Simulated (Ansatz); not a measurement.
A computed series for ZnS: response to strain

Start from ZnS in the zinc blende structure (space group F-43m, No. 216).

```
CELL_PARAMETERS angstrom
      0.00000     2.67832     2.67832
      2.67832     0.00000     2.67832
      2.67832     2.67832     0.00000
ATOMIC_POSITIONS crystal
  Zn 0.00000 0.00000 0.00000
  S  0.25000 0.25000 0.25000
```

Cartesian axes are those of the cell as printed.

Strains are applied to the cell and any free atomic positions relax; under biaxial strain the out-of-plane vector relaxes too.

Method: PBEsol (Ansatz, a program for electronic structure), spin-orbit coupling left out.

| change | out-of-plane strain | band gap |
|---|---|---|
| base | – | 2.09 eV |
| biaxial strain −2.50 %, plane normal [001], relaxed out of plane | +2.96 % | 2.09 eV |
| biaxial strain −2.00 %, plane normal [001], relaxed out of plane | +2.38 % | 2.09 eV |
| biaxial strain −1.50 %, plane normal [001], relaxed out of plane | +1.78 % | 2.09 eV |
| biaxial strain −0.50 %, plane normal [001], relaxed out of plane | +0.59 % | 2.09 eV |
| biaxial strain +0.50 %, plane normal [001], relaxed out of plane | -0.62 % | 2.04 eV |
| biaxial strain +1.00 %, plane normal [001], relaxed out of plane | -1.23 % | 2.00 eV |
| biaxial strain +2.00 %, plane normal [001], relaxed out of plane | -2.48 % | 1.92 eV |
| biaxial strain +2.50 %, plane normal [001], relaxed out of plane | -3.09 % | 1.88 eV |
| biaxial strain +3.00 %, plane normal [001], relaxed out of plane | ? | ? |

**Question.** What belongs in the blanks?

**Answer.** 
- biaxial strain +3.00 %, plane normal [001], relaxed out of plane, out-of-plane strain: -3.73 %
- biaxial strain +3.00 %, plane normal [001], relaxed out of plane, band gap: 1.84 eV

Stability against distortions was not tested.
